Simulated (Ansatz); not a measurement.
Base system: Mg3PbO in the anti-perovskite structure (space group Pm-3m, No. 221; a = 4.434 Å; a hypothetical phase, not in the database extracts checked).

(Cell as relaxed with PBE.)

Levels (all Ansatz, a first-principles code, PAW): PBE (420 eV, without spin-orbit coupling); PBEsol (420 eV, no spin-orbit coupling).

Each level relaxes its own structure.

```
quantity                  PBE  PBEsol
-------------------  --------  ------
volume per atom      17.44 Å³     ___
lattice parameter a   4.434 Å     ___
band gap                 zero     ___
```

Q: What does PBEsol give?

A: 
- volume per atom, PBEsol: 16.86 Å³
- lattice parameter a, PBEsol: 4.385 Å
- band gap, PBEsol: zero

PBE's volume per atom lies 0.575 Å³ above PBEsol's (3.4 %); PBE's lattice parameter a lies 0.049 Å above PBEsol's (1.1 %); the two agree on the band gap. Neither level is exact; PBEsol is the comparison here, not a measurement.

No phonon test of stability was made. All final runs are without spin polarisation. The zero or small gap of Mg3PbO can change with the level of theory.
